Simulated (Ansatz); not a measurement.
The starting structures come from a database of crystals and need not be the phases stable at ambient conditions.

## Evanescent states of AlSiCN (P3m1, not sure to be the ambient phase, 4 atoms a cell, 10.6 Å³ an atom, -3 GPa at this level) along the normal of (001)

These are PBEsol (plane waves, PAW; Ansatz, a first-principles code) values and carry that method's errors.

The gap is the functional's own, uncorrected, and κ follows it; spin-orbit coupling is left out. Mid-gap values are interpolated between the computed energies.

Energies count from the valence-band top; κ is the least over a 12×12 mesh across the current.

| E (eV) | κ (1/Å) | where |
|---|---|---|
| 0.08 | 0.152 | Γ |
| 0.24 | 0.174 | Γ |
| 0.40 | 0.192 | Γ |
| 0.56 | 0.207 | Γ |
| 0.72 | 0.220 | Γ |
| 0.88 | 0.230 | Γ |
| 1.04 | 0.239 | Γ |
| 1.20 | 0.247 | Γ |
| 1.36 | 0.253 | Γ |
| 1.52 | 0.257 | Γ |
| 1.68 | 0.260 | Γ |
| 1.84 | 0.262 | Γ |
| 2.00 | 0.263 | Γ |
| 2.16 | 0.262 | Γ |
| 2.32 | 0.253 | off Γ |
| 2.48 | 0.239 | off Γ |
| 2.64 | 0.222 | off Γ |
| 2.80 | 0.196 | off Γ |
| 2.96 | 0.162 | off Γ |
| 3.12 | 0.115 | off Γ |

Question: How thick must the barrier be to attenuate the transmission by 10^4 when the electrodes' Fermi level lies at 2.96 eV, and what attenuation does that film give at 2.32 eV?

Answer: d = 4 ln 10 / (2 × 0.162) = 28.4 Å. At 2.32 eV it gives 4 × 0.253/0.162 = 6.2 decades.
